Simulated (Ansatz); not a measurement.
LiZn (Fd-3m), PBEsol, DFPT electron-phonon coupling, linearised Boltzmann equation (Ansatz, a quantum-chemistry and plane-wave program): phonon-limited resistivity 7.20 μΩ·cm at 300 K, current-weighted mean free path 12.2 nm, Drude plasma energy 7.90 eV.

Q: What is the classical skin depth at 1 GHz (nonmagnetic, μ₀ = 1.257×10⁻⁶ H/m)?

A: δ = √(ρ/(π f μ₀)) = 4270 nm.

Q: What Drude relaxation time do resistivity and plasma energy imply?

A: ω_p = 1.20e16 s⁻¹, so τ = 1/(ε₀ ω_p² ρ) = 10.9 fs, a damping ħ/τ of 60.4 meV.

A metal at this level (no band gap). Only scattering by harmonic phonons is included (no impurities, grain boundaries, electron-electron scattering or thermal expansion). Spin-orbit coupling is left out. The run warned that the eigensolver left some states short of its tolerance. Halving the electron mesh (24x24x24) moves the resistivity by up to 3 % at 300 K, the mean free path by up to 1 %. Smearing 0.20 eV; phonons on a 4x4x4 q mesh, which this run doesn't test.
